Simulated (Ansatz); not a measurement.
The parent structure is GaN in the wurtzite structure (space group P6_3mc, No. 186; a = 3.183 Å, c = 5.185 Å). Axes: x lies along a and z along c of the hexagonal cell.

Calculations: PBEsol (Ansatz, a quantum-chemistry and plane-wave program), without spin-orbit coupling.

For the base:

```
Property                              Value
---------------------  --------------------
Valence-band top at Γ  0.00, 0.00, -0.04 eV
Band gap                            1.88 eV
```

Perturbation: the cell is compressed by 0.60 % along z with no lateral relaxation; the atoms relax in the strained cell.

Task: What happens to the valence-band top at Γ?

Result: The valence-band top at Γ (three highest levels, from the VBM) goes from 0.00, 0.00, -0.04 eV to 0.00, 0.00, -0.01 eV.

Task: What happens to the band gap?

Result: The band gap rises by 0.06 eV to 1.94 eV.

Task: What does the calculation give for the stress after the change?

Result: The stress (xx, yy, zz, yz, xz, xy; compression positive) comes out as (0.58, 0.58, 2.31, 0.00, 0.00, 0.00) GPa.

No phonon test of stability was made.
